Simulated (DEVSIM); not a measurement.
Device: Co/La2O3/SiO2/p-Si capacitor, at 400 K.

Layer 1 from the left is La2O3, thickness (nm) 8.90. Layer 2 from the left is SiO2, thickness (nm) 1.40. Layer 3 from the left is Si, thickness (nm) 15000, Na (cm⁻³) 1.5e15.

Metal gate on the left, work function 5 eV. Fixed charge at the semiconductor interface 1.38e12 cm⁻² (in units of +e); no interface traps.

This is a model device: material constants are rounded textbook-type values typed into the input, and sizes, dopings and lifetimes were drawn at random. Values at 300 K; Nc and Nv go as T^1.5, mobilities as T to minus their exponent, the gap by Varshni's rule with the affinity fixed.

La2O3: gap (eV) 5.8, affinity (eV) 1.8, permittivity 27. SiO2: gap (eV) 9, affinity (eV) 0.9, permittivity 3.9. Si: gap (eV) 1.124, affinity (eV) 4.05, permittivity 11.7, Nc (cm⁻³) 2.86e19, Nv (cm⁻³) 3.1e19, Varshni α (eV/K) 0.000473, Varshni β (K) 636.

DEVSIM, 1D Poisson equation in equilibrium, Boltzmann statistics, complete ionisation; no quantum confinement or tunnelling. Metal contacts follow the ideal Schottky-Mott rule: no Fermi-level pinning, no interface dipoles.

Q: What does the simulation give for the minimum of the low-frequency capacitance, the threshold voltage (band bending 2φF), the flat-band voltage?

A: minimum of the low-frequency capacitance 0.0238 μF/cm²; threshold voltage (band bending 2φF) 0.43 V; flat-band voltage 0.04 V.
